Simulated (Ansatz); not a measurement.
An Ansatz (a quantum-chemistry and plane-wave program) input (DFT with PBE, PAW potentials and a 420 eV plane-wave cutoff in Ansatz, without spin-orbit coupling):

Ansatz 0.2 input:
```yaml
crystal:
  lattice:
    - [3.9733710977, 0, 0]
    - [-1.9866855488, 3.4410403092, 0]
    - [0, 0, 6.2399670675]
  atoms:
    - { symbol: La, position: [0.3333333333, 0.6666666667, 0.2473864347] }
    - { symbol: La, position: [0.6666666667, 0.3333333333, 0.7526135653] }
    - { symbol: O, position: [0, 0, 0] }
    - { symbol: O, position: [0.3333333333, 0.6666666667, 0.6452813381] }
    - { symbol: O, position: [0.6666666667, 0.3333333333, 0.3547186619] }
basis: { ecutwfc: 420, ecutrho_ratio: 4, xc_grid: 2, fft_grid_basis: typed }
kpoints: { mp_grid: { grid: [10, 10, 6] } }
hamiltonian:
  xc: pbe
  dispersion: none
  pseudopotentials: { kind: paw }
scf: { occupations: { method: fermi_dirac, width: 0.05 }, convergence: { dr2_threshold: 0.0000000005 } }
relax: { f_tol: 0.005, max_steps: 50 }
output: { forces: true, stress: true }
checkpoint: { write: state.ck, write_every: 1000 }
```

Question: Which symmetry and how many k-points will the program report, and about how many plane waves at Γ?

Answer: Space group P-3m1 (ITA 164) with 12 operations, k-points 72 of 600, and 1701 plane waves at Γ.

Question: And the final pressure?

Answer: -2.81 GPa (compression positive).

The cells carry an imposed strain or load. No phonon test of stability was made. The cell was made from La$_{2}$O$_{3}$ (space group P-3m1, No. 164) by this change: isotropic strain +0.84 %.
